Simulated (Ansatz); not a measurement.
Phonon-limited transport in metals: SrVO3 (Pm-3m) under several functionals (Ansatz, an electronic-structure program, without spin-orbit coupling). The PBE cell:

Space group Pm-3m (No. 221); a = b = c = 3.8585 Å, α = β = γ = 90.00°

```csv
atom,site,symmetry,x,y,z
Sr,1a,m-3m,0.0000,0.0000,0.0000
V,1b,m-3m,0.5000,0.5000,0.5000
O,3c,4/mm.m,0.0000,0.5000,0.5000
```

| Functional | cell relaxed with | volume (Å³/atom) | resistivity at 300 K | mean free path at 300 K |
|---|---|---|---|---|
| PBE | PBE | 11.49 | 15.8 μΩ·cm | 9.0 nm |
| PBEsol | PBEsol | 11.06 | 12.7 μΩ·cm | 11.0 nm |

For the resistivity at 300 K, PBE gives 15.8 μΩ·cm and PBEsol 12.7 μΩ·cm: PBE lies 24 % above.

Metals; harmonic phonons alone scatter; means over directions. The mean free path is weighted by the current that each state carries. Halving the electron mesh moves these values by up to 8 %; q meshes are mostly untested. Some of the runs warned that the eigensolver left states short of its tolerance. Spin-orbit coupling is left out.

Formula and space group known from diffraction (Crystallography Open Database), not checked to be the room-temperature form: SrVO3 (Pm-3m). Treated as nonmagnetic (a ferromagnetic start lost its moment, other orders weren't tried): SrVO3 (Pm-3m).
